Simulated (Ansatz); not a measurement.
The starting structures come from a database of crystals and need not be the phases stable at ambient conditions.

Tunnelling through a barrier is set by its complex band structure: the current falls as exp(−2κd) with the smallest κ.

Here is the system:

```
K2PbO3
1.0
    6.01774     0.00000     0.00000
    0.00000     6.96605     0.00000
    0.00000     3.48303     5.32419
K Pb O
4 2 6
Direct
  0.26476   0.52253   0.67404
  0.76476   0.47747   0.32596
  0.26476   0.19657   0.32596
  0.76476   0.80343   0.67404
  0.73115   0.10033   0.00000
  0.23115   0.89967   0.00000
  0.99515   0.16545   0.73330
  0.49515   0.83455   0.26670
  0.99515   0.89875   0.26670
  0.49515   0.10125   0.73330
  0.12404   0.62288   0.00000
  0.62404   0.37712   0.00000
```

Space group of this cell: Cmc2_1. The cell is taken as given.

Transport runs along the normal of the first two printed cell vectors.

No gap correction and no spin-orbit coupling; mid-gap values are interpolated between computed energies.

Problem. Estimate the band gap and the smallest decay constant κ at mid-gap that PBEsol run with Ansatz (an electronic-structure program) returns for this system.

Solution. Gap 1.37 eV on a 6×6×6 mesh; κ = 0.242 1/Å, at the zone centre.
